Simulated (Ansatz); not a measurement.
Reference: Rb$_{2}$PdC$_{2}$ (P-3m1), PBEsol, rigid bands (plane waves, PAW, scalar-relativistic; Ansatz, a first-principles code); geometry: cell and atoms relaxed with PBEsol.

```cif
data_C2PdRb2
_chemical_formula_sum 'Rb2 Pd1 C2'
_space_group_name_H-M_alt 'P 1'
_space_group_IT_number 1
_cell_length_a 5.33225
_cell_length_b 5.33225
_cell_length_c 5.23729
_cell_angle_alpha 90.000
_cell_angle_beta 90.000
_cell_angle_gamma 120.000
loop_
_space_group_symop_operation_xyz
  'x, y, z'
loop_
_atom_site_label
_atom_site_type_symbol
_atom_site_fract_x
_atom_site_fract_y
_atom_site_fract_z
_atom_site_occupancy
Rb1 Rb 0.33333 0.66667 0.27883 1
Rb2 Rb 0.66667 0.33333 0.72117 1
Pd1 Pd 0.00000 0.00000 0.00000 1
C1 C 0.00000 0.00000 0.62126 1
C2 C 0.00000 0.00000 0.37874 1
```

- band gap: 1.50 eV
- electron conductivity mass: 0.45 mₑ
- Seebeck coefficient, n-type 1e19 cm⁻³: -312 μV/K

Swap Rb for Na, keeping the structure type. How do these values move?

Na₂PdC₂ (P-3m1): volume per atom 25.8 to 17.9 Å³; band gap falls (1.50 eV to 0.72 eV); electron conductivity mass falls (0.45 mₑ to 0.23 mₑ); Seebeck coefficient, n-type 1e19 cm⁻³ falls in size (-312 μV/K to -229 μV/K).

Replace Pd by Pt on the same sites and relax. What happens?

Rb2PtC2 (P-3m1): volume per atom 25.8 to 25.7 Å³; band gap falls (1.50 eV to 1.06 eV); electron conductivity mass falls (0.45 mₑ to 0.31 mₑ); Seebeck coefficient, n-type 1e19 cm⁻³ falls in size (-312 μV/K to -289 μV/K).

Swap Rb for K, keeping the structure type. How do these values move?

K2PdC2 (P-3m1): volume per atom 25.8 to 23.4 Å³; band gap falls (1.50 eV to 1.34 eV); electron conductivity mass falls (0.45 mₑ to 0.39 mₑ); Seebeck coefficient, n-type 1e19 cm⁻³ falls in size (-312 μV/K to -295 μV/K).

Moves up to 5 % count as about the same. Masses are for dilute carriers at 300 K, harmonic means over directions unless an axis is named. Seebeck coefficients are for the stated density at 300 K, with one relaxation time for all states and whether or not that doping can be reached. Spin-orbit coupling is left out.

Formula and space group known from diffraction (Crystallography Open Database), not checked to be the room-temperature form: Rb2PdC2 (P-3m1), Rb2PtC2 (P-3m1). Computed structure with no diffraction record at hand here (it may be known, metastable or hypothetical): K2PdC2 (P-3m1), Na2PdC2 (P-3m1). The missing spin-orbit coupling matters most for Rb2PtC2 (P-3m1).
